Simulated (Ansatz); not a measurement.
# AlAs: response to strain

Take AlAs in the zinc blende structure (space group F-43m, No. 216) as the base.

```
CELL_PARAMETERS angstrom
      0.00000     2.83733     2.83733
      2.83733     0.00000     2.83733
      2.83733     2.83733     0.00000
ATOMIC_POSITIONS crystal
  As 0.75000 0.75000 0.75000
  Al 0.00000 0.00000 0.00000
```

Cartesian axes are those of the cell as printed.

Strains are applied to the cell and any free atomic positions relax; under biaxial strain the out-of-plane vector relaxes too.

The values are results of PBEsol/PAW in Ansatz (a first-principles code), no spin-orbit coupling, not measurements.

Base values:

The smallest direct gap comes out as 1.91 eV.

Task: The aim is a smallest direct gap between 1.13 eV and 1.25 eV. Which of these changes reaches it?
(A) tensor shear ε_yz = −0.72 %
(B) biaxial strain +3.56 %, plane normal [111], relaxed out of plane
(C) isotropic strain −1.79 %

Result: B, biaxial strain +3.56 %, plane normal [111], relaxed out of plane. It gives 1.20 eV; tensor shear ε_yz = −0.72 % gives 1.84 eV; isotropic strain −1.79 % gives 2.33 eV. Changes not listed may reach it too

Stability against distortions was not tested.
